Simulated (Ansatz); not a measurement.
Start from Re in the hcp (Mg type) structure (space group P6_3/mmc, No. 194; a = 2.7579 Å, c = 4.4628 Å).

Calculations: r2SCAN (Ansatz, an electronic-structure program), without spin-orbit coupling.

Base values:

| Property | Value |
|---|---|
| Density | 21.04 g/cm³ |
| Shortest interatomic distance | 2.741 Å |

The change: full substitution Re → Mn; the structure is relaxed again.

Question: What happens to the density?

Answer: The density decreases by 12.273 g/cm³, from 21.04 g/cm³ to 8.76 g/cm³.

Question: What does the calculation give for the shortest interatomic distance after the change?

Answer: The shortest interatomic distance drops by 0.295 Å to 2.446 Å.

No phonon test of stability was made. For Mn in this form, whether it has been made was not checked. Seeded moments were not kept for Re → Mn. The final runs are not spin-polarised. This is not the structure that Mn has at room temperature and ambient pressure.
